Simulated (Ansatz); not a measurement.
We consider BiSb (R3m, No. 160, 2 atoms in the cell; start mp-1227290), described by G0W0@HSE06 (hard PAW, contour deformation; Ansatz, a quantum-chemistry and plane-wave program).

The same calculation (at the PBEsol cell, 32.543 Å³/atom) with different numerical settings; throughout: k mesh 2×2×2:

| run | response cutoff (eV) | empty bands | quasiparticle gap on the mesh (eV) | quasiparticle gap at Γ (eV) | rough time |
|---|---|---|---|---|---|
| 1 | 100 | 272 | 0.330 | 4.265 | 3 core-min |
| 2 | 150 | 499 | 0.338 | 4.270 | 5 core-min |
| 3 | 200 | 768 | 0.344 | 4.272 | 10 core-min |
| 4 | 250 | 1073 | 0.347 | 4.272 | 10 core-min |
| 5 | 300 | 1411 | 0.349 | 4.272 | 20 core-min |

In the column quasiparticle gap on the mesh (eV) the first row differs from the last by -0.019 and the next to last by -0.002.

The last row is no converged limit: other settings stay fixed.

Spin–orbit coupling is not included.

Note: filled d or f shells below the valence bands can shift G0W0 gaps through exchange with them, which wasn't tested here. Note: GW on a hybrid start was not checked against another program.

A start named mp-… is a Materials Project structure, which need not be a measured phase.
